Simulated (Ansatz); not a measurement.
**Na in the diamond structure (space group Fd-3m, No. 227; a hypothetical phase, not in the database extracts checked)**

```
CELL_PARAMETERS angstrom
      0.00000     3.74459     3.74459
      3.74459     0.00000     3.74459
      3.74459     3.74459     0.00000
ATOMIC_POSITIONS crystal
  Na 0.25000 0.25000 0.25000
  Na 0.00000 0.00000 0.00000
```

The values are results of PBEsol (Ansatz, a quantum-chemistry and plane-wave program; PAW; 420 eV plane waves; no spin-orbit coupling), not measurements. Γ-centred 11×11×11 mesh, Fermi–Dirac width 0.05 eV.

```json
{
  "volume_per_atom": "52.51 Å³",
  "density": "0.73 g/cm³",
  "band_gap": "zero",
  "total_energy": "-1475.515 eV/atom (σ→0; compares only within this code and set-up)"
}
```

No phonon test of stability was made.
